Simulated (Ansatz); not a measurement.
AlN in the wurtzite structure (space group P6_3mc, No. 186)

```
CELL_PARAMETERS angstrom
      3.13023     0.00000     0.00000
     -1.56512     2.71086     0.00000
      0.00000     0.00000     5.01801
ATOMIC_POSITIONS crystal
  Al 0.33333 0.66667 0.00023
  Al 0.66667 0.33333 0.50023
  N  0.33333 0.66667 0.38177
  N  0.66667 0.33333 0.88177
```

Method: Ansatz (a first-principles code) PBE, no SOC. k-mesh 12×12×7 (Γ-centred); smearing 0.05 eV (Fermi–Dirac).

| Item | Value |
|---|---|
| Volume per atom | 10.65 Å³ |
| Density | 3.20 g/cm³ |
| Band gap | 4.03 eV, direct at Γ |
| Total energy | -462.127 eV/atom (σ→0; compares only within this code and set-up) |

Whether these cells are dynamically stable was not tested.
